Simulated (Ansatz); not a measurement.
Consider Cd vacancy in hcp Cd, neutral cell. All values below come from PBE, PAW (plane waves to 420 eV; Ansatz, a program for electronic structure).

Cell of 36 host sites held at the relaxed PBE lattice; a 2×2×2 k-point mesh shifted by half a step along c; Fermi-Dirac width 0.10 eV, spin-restricted; finite-size errors left in. No zero-point or tunnelling terms. Forms of the defect that were not tried may lie lower.

Barriers: single points on a 3×3×3 k-point mesh shifted by half a step along c at the bands' geometries (they differ from the bands' own by up to 0.11 eV, and are uncertain by about as much).

The step: a nearby Cd atom hops onto the vacant site; the atom moves 3.01 Å along (-0.33, 0.33, -0.43) of the unit cell; the moving atom starts with neighbours 2 Cd at 3.00, 2 Cd at 3.03, 2 Cd at 3.06, 2 Cd at 3.17, 2 Cd at 3.50, Cd at 3.51 Å and ends with 2 Cd at 3.01, 2 Cd at 3.03, 2 Cd at 3.06, 2 Cd at 3.16, Cd at 3.49, 2 Cd at 3.52 Å.

Question: What is the computed migration barrier of this step (PBE, PAW)?

Answer: 0.19 eV, the same both ways. At the saddle the moving atom has neighbours 4 Cd at 2.96, 3 Cd at 3.30, Cd at 3.31 Å. The saddle point's order was not checked, and it lies on a symmetry element of the cell, where a band can be held.
